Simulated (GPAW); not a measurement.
GPAW run on Ba3Bi2 (Pm-3m, 5 atoms in the cell): self-consistent single point.

Method of the run: LDA (Perdew-Wang 92), GPAW PAW datasets LDA (gpaw-data 1.0.1) (plane waves; GPAW 25.7.0).

The change in words: lattice scaled by 0.98. Reference geometry:
```yaml
crystal:
  lattice:
    - [6.46279, 0.00000, 0.00000]
    - [0.00000, 6.46279, 0.00000]
    - [0.00000, 0.00000, 6.46279]
  atoms:
    - { symbol: Ba, position: [0.00000, 0.50000, 0.50000] }
    - { symbol: Ba, position: [0.50000, 0.00000, 0.50000] }
    - { symbol: Ba, position: [0.50000, 0.50000, 0.00000] }
    - { symbol: Bi, position: [0.00000, 0.00000, 0.00000] }
    - { symbol: Bi, position: [0.50000, 0.50000, 0.50000] }
```

Reference input (self-consistent single point, DFT LDA (Perdew-Wang 92), plane waves, GPAW PAW datasets LDA (gpaw-data 1.0.1)): mode = pw; ecut = 600 eV; xc = LDA; kpts = 5 5 5; mesh shift (steps) = 0 0 0; occupations.name = fermi-dirac; occupations.width = 0.05 eV; nbands = -9; convergence.density = 1e-05 e/electron; symmetry.symmorphic = false; symmetry.tolerance = 0.0005; maxiter = 150. This run's input differs from it in these lines:

```diff
@@ -5,10 +5,10 @@
 atoms = Atoms(['Ba', 'Ba', 'Ba', 'Bi', 'Bi'],
-              cell=[[6.462794, 0.000000, 0.000000],
-                    [0.000000, 6.462794, 0.000000],
-                    [0.000000, 0.000000, 6.462794]],
-              positions=[[0.000000, 3.231397, 3.231397],
-                         [3.231397, 0.000000, 3.231397],
-                         [3.231397, 3.231397, 0.000000],
+              cell=[[6.333538, 0.000000, 0.000000],
+                    [0.000000, 6.333538, 0.000000],
+                    [0.000000, 0.000000, 6.333538]],
+              positions=[[0.000000, 3.166769, 3.166769],
+                         [3.166769, 0.000000, 3.166769],
+                         [3.166769, 3.166769, 0.000000],
                          [0.000000, 0.000000, 0.000000],
-                         [3.231397, 3.231397, 3.231397]],
+                         [3.166769, 3.166769, 3.166769]],
               pbc=True)
```

The program printed (abridged):

```
     iter     time        total  log10-change:
                         energy   eigst   dens
iter:   1 --:--:--   -20.944236
iter:   2 --:--:--   -20.876226   -1.29  -1.10
iter:   3 --:--:--   -20.082743   -1.75  -1.16
iter:   4 --:--:--   -20.077123   -1.88  -1.43
iter:   5 --:--:--   -19.936273   -2.70  -1.65
iter:   6 --:--:--   -19.938615   -3.95  -2.02
iter:   7 --:--:--   -19.944756c  -3.42  -2.06
iter:   8 --:--:--   -19.935836c  -3.45  -2.18
iter:   9 --:--:--   -19.935050c  -4.78  -2.73
iter:  10 --:--:--   -19.933238c  -4.14  -2.76
iter:  11 --:--:--   -19.933677c  -4.56  -3.06
   [... 7 lines left out ...]
   [... lines left out ...]
iter:  20 --:--:--   -19.932987c  -7.24  -3.61
iter:  21 --:--:--   -19.932947c  -6.02  -3.63
iter:  22 --:--:--   -19.932948c  -6.93  -4.23
iter:  23 --:--:--   -19.932949c  -7.75c -4.22
iter:  24 --:--:--   -19.932950c  -7.88c -4.20
iter:  25 --:--:--   -19.932947c  -7.92c -4.22
iter:  26 --:--:--   -19.932948c  -7.94c -4.32
iter:  27 --:--:--   -19.932947c  -7.91c -4.29
   [... 5 lines left out ...]
iter:  33 --:--:--   -19.932945c  -9.39c -4.81
iter:  34 --:--:--   -19.932944c  -9.73c -4.83
iter:  35 --:--:--   -19.932944c  -9.59c -4.86
iter:  36 --:--:--   -19.932944c  -9.63c -4.93
iter:  37 --:--:--   -19.932944c  -9.31c -5.02c
Converged after 37 iterations.

Dipole moment: (-0.000000, -0.000000, -0.000000) |e|*Ang

Energy contributions relative to reference atoms: (reference = -1832400.016007)

Kinetic:        +41.906776
Potential:      -31.832825
External:        +0.000000
XC:             -27.168670
Entropy (-ST):   -0.002513
Local:           -2.836968
SIC:             +0.000000
--------------------------
Free energy:    -19.934201
Extrapolated:   -19.932944

Showing only first 2 kpts
 Kpt  Band  Eigenvalues  Occupancy
  0    28      4.91563    1.19193
  0    29      4.91563    1.19193
  0    30      4.91563    1.19193
  0    31      5.16139    0.02140

  1    28      4.43596    1.99991
  1    29      4.43596    1.99991
  1    30      5.12030    0.04803
  1    31      5.23752    0.00471

Fermi level: 4.93506

No gap
   [... lines left out ...]
Energy (eV): -19.932944

Forces in eV/Ang:
  0 Ba    0.00000    0.00000    0.00000
  1 Ba    0.00000    0.00000    0.00000
  2 Ba    0.00000    0.00000    0.00000
  3 Bi    0.00000    0.00000    0.00000
  4 Bi    0.00000    0.00000    0.00000

Stress tensor:
    -0.005737     0.000000     0.000000
     0.000000    -0.005737     0.000000
     0.000000     0.000000    -0.005737
Stress (GPa, Voigt): [-0.9192 -0.9192 -0.9192  0.      0.      0.    ]
```

The run converged in 37 iterations. GPAW prints stress with tension positive. Against the reference run the free energy rises by 3.7 meV/atom and the pressure goes from -0.49 to 0.92 GPa.

The starting cell comes from a database of computed structures (which also holds hypothetical and non-ambient phases and stackings), without a prior relaxation at this level. Its lattice was rescaled by a random factor within 2.5 % of one. For this run, on top of that: lattice scaled by 0.98.

Cost on one core of a shared machine: roughly 70 s.
